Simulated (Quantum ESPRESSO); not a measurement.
Quantum ESPRESSO is run on SrCuSn2 (Cmcm, 8 atoms in the cell), and the run fails. The aim is a self-consistent single point with DFT, LDA (PZ), plane waves, GBRV 1.5 ultrasoft (LDA) pseudopotentials.

The input file:

```fortran
&CONTROL
   calculation = 'scf'
   prefix = 'run'
   outdir = './work'
   pseudo_dir = './'
   tprnfor = .true.
   tstress = .true.
/
&SYSTEM
   ibrav = 0
   nat = 9
   ntyp = 3
   ecutwfc = 50
   ecutrho = 400
   occupations = 'smearing'
   smearing = 'gauss'
   degauss = 0.0073499
/
&ELECTRONS
   conv_thr = 1.0d-9
   mixing_beta = 0.3
/
ATOMIC_SPECIES
Sr    87.6200  sr_lda_v1.uspp.F.UPF
Cu    63.5460  cu_lda_v1.2.uspp.F.UPF
Sn   118.7100  sn_lda_v1.4.uspp.F.UPF
CELL_PARAMETERS {angstrom}
   2.3498940000    -9.8459430000     0.0000000000
   2.3498940000     9.8459430000     0.0000000000
   0.0000000000     0.0000000000     4.6257550000
ATOMIC_POSITIONS {crystal}
Sr    0.6080700000    0.3919300000    0.7500000000
Sr    0.3919300000    0.6080700000    0.2500000000
Cu    0.8241400000    0.1758600000    0.7500000000
Cu    0.1758600000    0.8241400000    0.2500000000
Sn    0.7503700000    0.2496300000    0.2500000000
Sn    0.2496300000    0.7503700000    0.7500000000
Sn    0.0433200000    0.9566800000    0.2500000000
Sn    0.9566800000    0.0433200000    0.7500000000
Cu    0.8241400000    0.1758600000    0.7500000000
K_POINTS {automatic}
5 5 5  0 0 0
```

Output (repeated stretches shortened):

```
 %%%%%%%%%%%%%%%%%%%%%%%%%%%%%%%%%%%%%%%%%%%%%%%%%%%%%%%%%%%%%%%%%%%%%%%%%%%%%%
     Error in routine check_atoms (1):
     atoms #   3 and #   9 overlap!
 %%%%%%%%%%%%%%%%%%%%%%%%%%%%%%%%%%%%%%%%%%%%%%%%%%%%%%%%%%%%%%%%%%%%%%%%%%%%%%

     stopping ...
```

From the messages shown, name the fault and mend the input.

The fault is one atom entered twice; here the program stops on it instead of giving results. To fix it, remove the duplicate atom. The program stopped before any SCF iteration.

An input that runs soundly differs in these lines (not the only fix; some lines may just follow from the change or write a value another way):
```diff
-   nat = 9
+   nat = 8
-Cu    0.8241400000    0.1758600000    0.7500000000
```

With that input, the run converged in 19 iterations: free energy E − TS -21542.7528 eV; Fermi level (on the code's own zero) 9.47 eV; pressure -6.91 GPa; largest force (vector length) 0.125 eV/Å (DFT, LDA (PZ), plane waves, GBRV 1.5 ultrasoft (LDA) pseudopotentials).

On the sound input: the starting cell comes from a database of computed structures (which also holds hypothetical and non-ambient phases and stackings), without a prior relaxation at this level. Its lattice was rescaled by a random factor within 2.5 % of one. Spin polarisation is off. With a pressure of about -7 GPa the cell is away from its equilibrium volume at this level.
